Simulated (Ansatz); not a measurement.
System: InAs (Fm-3m, No. 225; start mp-21391; another space group than a measured phase of this formula). Method: PBEsol (PAW; Ansatz, an electronic-structure program).

Input:

Ansatz 0.2 input:
```yaml
crystal:
  lattice:
    - [0.0, 2.8267088918, 2.8267088918]
    - [2.8267088918, 0.0, 2.8267088918]
    - [2.8267088918, 2.8267088918, 0.0]
  atoms:
    - { symbol: In, position: [0.5, 0.5, 0.5] }
    - { symbol: As, position: [0.0, 0.0, 0.0] }
basis:
  ecutwfc: 520
  ecutrho_ratio: 4
  xc_grid: 2
kpoints:
  mp_grid: { grid: [18, 18, 18] }
hamiltonian:
  xc: pbesol
  dispersion: none
  pseudopotentials: { kind: paw }
scf:
  occupations: { method: fermi_dirac, width: 0.05 }
  convergence: { dr2_threshold: 0.0000000002 }
output:
  forces: true
  stress: true
  eigenvalues: true
```

Excerpt of the program's output:

```
Crystal: 2 atoms, lattice volume = 45.172 Å³
Basis set: ecut = 520 eV, 1243 PW (Γ), exchange–correlation on 60×60×60 points (8 copies of the dense FFT grid, shifted against one another)
Bands: 18, of which v1, the nominal top of the filled ones, is band 14 counted from 1 (13 counted from 0)
Symmetry: 48 space group operations
Space group: Fm-3m (ITA 225), of the structure as read, at distance tolerance 3.6e-5 Å
k-points: 195 of 5832
Functional: x = pbesol(κ = 0.804, μ = 0.12345679012345678), c = pbesol(β = 0.046)
SCF iter   1: F=—  HF=-10338.564622 eV  |F-HF|=—  |Δ(HF+E_count)|=         —  Δρ=4.84e-3  dr2=1.49e-2
SCF iter   2: F=—  HF=-10338.559877 eV  |F-HF|=—  |Δ(HF+E_count)|=   4.75e-3  Δρ=2.82e-3  dr2=5.07e-3
  ...
SCF iter   8: F=—  HF=-10338.558372 eV  |F-HF|=—  |Δ(HF+E_count)|=   1.20e-8  Δρ=2.14e-6  dr2=3.51e-9
SCF iter   9: F=-10338.558372 eV  HF=-10338.558372 eV  |F-HF|=6.18e-11  |Δ(HF+E_count)|=  7.46e-11  Δρ=3.74e-7  dr2=8.38e-11
SCF 1 converged in 9 iterations: F = -10338.558372 eV  dr2 = 8.38e-11
SCF converged after 9 iterations
Free energy (F): -10338.558372 eV
Internal energy: -10338.548833 eV  (E = F + TS)
E sigma→0 (E₀):  -10338.553602 eV
Fermi energy:    10.476378 eV
--- Stress (GPa, compression-positive) ---
       -0.081380      -0.000000       0.000000
       -0.000000      -0.081380       0.000000
        0.000000       0.000000      -0.081380
  P = ⅓ Tr σ = -0.0814 GPa (-0.814 kbar)
```

The PAW data were made under PBE.

A start named mp-… is a Materials Project structure, which can be a computed phase never made.
